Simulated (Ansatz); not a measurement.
Given:

```xyz
1
Lattice="2.9419 0.0000 0.0000 0.0000 2.9419 0.0000 1.4709 -1.4709 1.9302" Properties=species:S:1:pos:R:3 pbc="T T T"
Al     0.0000     0.0000     0.0000
```

No spin polarisation.

Method: Ansatz (an electronic-structure program), PBEsol, PAW, cutoff 420 eV, without spin-orbit coupling. Γ-centred 20×20×20 mesh, Fermi–Dirac width 0.05 eV.

Question: What is the computed band gap?

Answer: Zero.

Question: Predict the pressure (mean of the normal stresses, compression positive).

Answer: -2.1 GPa.

Question: Predict the space group.

Answer: I4/mmm (No. 139).

The cells carry an imposed strain or load. No phonon test of stability was made. The cell was made from Al in the fcc (Cu type) structure (space group Fm-3m, No. 225) by this change: biaxial strain +3.64 %, plane normal [001], relaxed out of plane.
